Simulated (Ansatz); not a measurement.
**Be5Au (F-43m, No. 216)**

Computed with PBEsol+SOC in Ansatz (plane waves, PAW).

Settings: plane-wave cutoff 520 eV, 16×16×16 k mesh, Fermi–Dirac smearing 0.05 eV, PAW data made under PBE.

Cell: relaxed at this level.

| Quantity | Result |
|---|---|
| equilibrium volume per atom | 9.30 Å³/atom |
| bulk modulus B0 | 147 GPa |
| band gap | none |
| lattice constant a | 6.065 Å |
| pressure derivative B′ of the bulk modulus | 3.9 |

Computed values are for the static lattice.

The result took very roughly 18 core-minutes.

Ansatz is a program for electronic structure.
